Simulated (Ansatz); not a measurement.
Inside the gap of an insulator the Bloch states are evanescent, with a wavenumber k + iκ along the transport direction.

Here is the system:

```
ZnSe
1.0
    4.00568     0.00000     0.00000
   -2.00284     3.46902     0.00000
    2.00284    -1.15634     3.27063
Zn Se
1 1
Cartesian
  0.00000   0.00000   0.00000
  4.00568   0.00000   2.45297
```

The cell is taken as given.

Transport runs along the normal of the first two printed cell vectors, the (111) plane of the conventional cell.

The gap is the functional's own. No spin-orbit coupling. Mid-gap values are those at the computed energy nearest the middle.

Problem. Estimate the band gap and the smallest decay constant κ at mid-gap that r2SCAN (Ansatz, a first-principles code) returns for this system.

Solution. Gap 1.87 eV on a 10×10×10 mesh; κ = 0.117 1/Å, at the zone centre.
